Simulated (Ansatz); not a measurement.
Base system: Nb in the bcc (W type) structure (space group Im-3m, No. 229; a = 3.2712 Å).

Perturbation: every Nb is replaced by Sb, then cell and atoms are relaxed.

Levels (all Ansatz, an electronic-structure program, PAW, earlier PAW set): PBEsol (420 eV, scalar-relativistic without spin-orbit coupling); r2SCAN (500 eV, without spin-orbit coupling).

The geometry is relaxed with PBEsol.

PBEsol pressure: 0.0 GPa

**Question.** How does going to r2SCAN change the pressure?

**Answer.** The pressure goes from zero to 2.7 GPa.

Single points use the geometry relaxed with PBEsol. Their cutoffs differ, which shifts pressures a little. Stability against distortions was not tested. For Sb in this form, whether it has been made was not checked. All final runs are without spin polarisation. This is not the structure that Sb has at room temperature and ambient pressure.
